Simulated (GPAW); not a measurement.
```yaml
crystal:
  lattice:
    - [2.94115, 0.00000, 0.00000]
    - [0.00000, 2.94115, 0.00000]
    - [0.00000, 0.00000, 2.94115]
  atoms:
    - { symbol: Zn, position: [0.50000, 0.50000, 0.51700] }
    - { symbol: Cu, position: [0.00000, 0.00000, 0.00000] }
```

Method of the run: PBE, GPAW PAW datasets PBE (gpaw-data 1.0.1) (plane waves; GPAW).

The set-up and first iterations of a GPAW log for CuZn (P4mm, 2 atoms in the cell):

```
Input parameters:
  convergence: {density: 1e-08,
                eigenstates: 4e-18,
                energy: 4e-14}
  kpts: [5 5 5]
  maxiter: 100
  mode: {ecut: 850,
         name: pw}
  nbands: -10
  occupations: {name: methfessel-paxton,
                order: 0,
                width: 0.1}
  symmetry: {symmorphic: False,
             tolerance: 0.0005}
  xc: PBE

species:
  Zn:
    name: Zinc
    Z: 30.0
    valence: 12
    core: 18
    charge: 0.0
    file: Zn.PBE.gz

    # Using partial waves for Zn as LCAO basis

  Cu:
    name: Copper
    Z: 29.0
    valence: 11
    core: 18
    charge: 0.0
    file: Cu.PBE.gz

    # Using partial waves for Cu as LCAO basis

Reference energy: -93882.778494  # eV

Spin-paired calculation

Convergence criteria:
 Maximum [total energy] change in last 3 cyles: 4e-14 eV / valence electron
 Maximum integral of absolute [dens]ity change: 1e-08 electrons / valence electron
   [... lines left out ...]

Occupation numbers: Methfessel-Paxton:
  width: 0.1000  # eV
  order: 0

Eigensolver

Densities:
  Coarse grid: 20*20*20 grid
  Fine grid: 40*40*40 grid
  Total Charge: 0.000000

Density mixing:
  Method: separate
  Backend: pulay
  Linear mixing parameter: 0.05
  old densities: 5
  Damping of long wavelength oscillations: 50

Hamiltonian:
  XC and Coulomb potentials evaluated on a 40*40*40 grid
  External potential:
    NoExternalPotential

XC parameters: PBE with 2 nearest neighbor stencil

Number of atoms: 2
Number of atomic orbitals: 18
Number of bands in calculation: 21
Number of valence electrons: 23
Bands to converge: occupied

Density initialized from atomic densities
  18 bands from LCAO basis set
  3 bands from random numbers

Atomic positions and initial magnetic moments

Positions:
   0 Zn     1.470575    1.470575    1.520575    ( 0.0000,  0.0000,  0.0000)
   1 Cu     0.000000    0.000000    0.000000    ( 0.0000,  0.0000,  0.0000)

Unit cell:
           periodic     x           y           z      points  spacing
  1. axis:    yes    2.941150    0.000000    0.000000    20     0.1471
  2. axis:    yes    0.000000    2.941150    0.000000    20     0.1471
  3. axis:    yes    0.000000    0.000000    2.941150    20     0.1471

  Lengths:   2.941150   2.941150   2.941150
  Angles:   90.000000  90.000000  90.000000

Effective grid spacing dv^(1/3) = 0.1471
     iter     time        total  log10-change:
                         energy   eigst   dens
iter:   1 --:--:--    -6.136899
iter:   2 --:--:--    -5.691287   -1.28  -1.31
iter:   3 --:--:--    -5.181991   -1.35  -1.38
iter:   4 --:--:--    -5.151510   -3.01  -1.73
iter:   5 --:--:--    -5.268916   -1.56  -1.80
```

**Question.** Will this run converge, and how will it end?

**Answer.** The run ended unconverged after 100 iterations. It gives no final result for the task that was set. The log goes on:

```
   [... 55 lines left out ...]
iter:  61 --:--:--    -5.090341  -12.29  -7.34
iter:  62 --:--:--    -5.090341  -12.62  -7.38
iter:  63 --:--:--    -5.090341  -13.46  -7.53
   [... lines left out ...]
iter:  99 --:--:--    -5.090341  -20.11c -10.70c
iter: 100 --:--:--    -5.090341  -19.16c -10.82c

Did not converge!

Here are some tips:

1) Make sure the geometry and spin-state is physically sound.
2) Use less aggressive density mixing.
3) Solve the eigenvalue problem more accurately at each scf-step.
4) Use a smoother distribution function for the occupation numbers.
5) Try adding more empty states.
6) Use enough k-points.
7) Don't let your structure optimization algorithm take too large steps.
8) Solve the Poisson equation more accurately.
9) Better initial guess for the wave functions.

See details here:

    https://gpaw.readthedocs.io/documentation/convergence.html
Traceback (most recent call last):
   [... frames left out ...]
gpaw.KohnShamConvergenceError: Did not converge!  See text output for help.
```

The starting cell has typed, rounded lattice constants, without a prior relaxation at this level. Its lattice was rescaled by up to half a per cent. One atom was moved a little off its site on purpose.

The run was DFT PBE, plane waves, GPAW PAW datasets PBE (gpaw-data 1.0.1). Main settings of its input:

| key | value |
|---|---|
| mode | pw |
| ecut | 850 eV |
| xc | PBE |
| kpts | 5 5 5 |
| mesh shift (steps) | 0 0 0 |
| occupations.name | methfessel-paxton |
| occupations.width | 0.1 eV |
| occupations.order | 0 |
| nbands | -10 |
| convergence.energy | 4e-14 eV/electron |
| convergence.density | 1e-08 e/electron |
| convergence.eigenstates | 4e-18 |
